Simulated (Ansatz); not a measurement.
Where the default PAW files enter, the runs use the earlier of Ansatz's two default sets.

Tunnelling through a barrier is set by its complex band structure: the current falls as exp(−2κd) with the smallest κ.

```
CELL_PARAMETERS angstrom
      5.14912     0.00000     0.00000
      0.00000     9.19420     0.00000
      0.00000     0.00000     5.45912
ATOMIC_POSITIONS crystal
  Ti 0.86209 0.62897 0.40258
  Ti 0.13791 0.37103 0.59742
  Ti 0.63791 0.37103 0.90258
  Ti 0.36209 0.62897 0.09742
  Ti 0.36209 0.87103 0.59742
  Ti 0.63791 0.12897 0.40258
  Ti 0.13791 0.12897 0.09742
  Ti 0.86209 0.87103 0.90258
  O  0.53529 0.73029 0.38999
  O  0.46471 0.26971 0.61001
  O  0.96471 0.26971 0.88999
  O  0.03529 0.73029 0.11001
  O  0.03529 0.76971 0.61001
  O  0.96471 0.23029 0.38999
  O  0.46471 0.23029 0.11001
  O  0.53529 0.76971 0.88999
  O  0.18337 0.98952 0.85119
  O  0.81663 0.01048 0.14881
  O  0.31663 0.01048 0.35119
  O  0.68337 0.98952 0.64881
  O  0.68337 0.51048 0.14881
  O  0.31663 0.48952 0.85119
  O  0.81663 0.48952 0.64881
  O  0.18337 0.51048 0.35119
```

Space group of this cell: Pbca. The cell is taken as given; by r2SCAN its mean pressure is -1.1 GPa.

Transport runs along the normal of the first two printed cell vectors.

The gap is the functional's own, uncorrected, and κ follows it; spin-orbit coupling is left out. Mid-gap means the computed energy nearest the middle.

Q: Compute, with r2SCAN run with Ansatz (an electronic-structure program), the band gap and the smallest decay constant κ at mid-gap.

A: Gap 2.67 eV on a 6×4×6 mesh; κ = 0.323 1/Å, at the zone centre.
